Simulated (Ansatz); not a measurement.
# zincblende AlP (F-43m) under uniaxial stress along [111]

Cell and atoms are relaxed with PBEsol to each stress (compression positive); bands and masses by PBEsol with spin-orbit coupling, rigid bands (plane waves, PAW; Ansatz, a program for electronic structure). Strains are changes of length against the unloaded cell.

```yaml
crystal:
  lattice:
    - [0.00000, 2.73533, 2.73533]
    - [2.73533, 0.00000, 2.73533]
    - [2.73533, 2.73533, 0.00000]
  atoms:
    - { symbol: Al, position: [0.00000, 0.00000, 0.00000] }
    - { symbol: P, position: [0.75000, 0.75000, 0.75000] }
```

```tsv
stress (GPa)	strain [111] (%)	strain [1−10] (%)	gap (eV)	mean mₑ*
-2.00	1.38	-0.30	1.394	0.34
-1.00	0.68	-0.15	1.416	0.33
0	0	0	1.433	0.33
1.00	-0.69	0.15	1.387	0.33
2.00	-1.37	0.31	1.331	0.33
```

[111] is the direction of the load; [11−2] strains as [1−10]. Masses are conductivity masses at 300 K in electron masses, harmonic means over x, y and z.

Task: From the two loads next to zero, find the Young modulus and the ratio of transverse to axial strain.

Result: Between -1.00 and 1.00 GPa the strain along [111] changes by -1.37 % and that along [1−10] by 0.30 %. The modulus is 2.00/0.0137 = 146 GPa and the ratio of the strains 0.22 (PBEsol, atoms relaxed).

Task: How fast does the gap move on either side of zero load?

Result: Under tension, (1.394 − 1.433) eV over -2.00 GPa = 20 meV/GPa, or about -2.8 eV per unit strain; under compression, (1.387 − 1.433) eV over 1.00 GPa = -46 meV/GPa, or about 6.7 eV per unit strain. The two slopes part by 66 meV/GPa; gaps are resolved to about 0.01 eV, which allows 15 meV/GPa, so they differ, even in sign: the gap has a turning point near zero load.

Masses are those of dilute carriers in rigid bands with one relaxation time, without polarons. Third decimals of gaps are kept for the arithmetic. Every relaxation keeps the zincblende phase (space group R3m under this load), so a transition, a distortion that breaks the symmetry or fracture can't show.
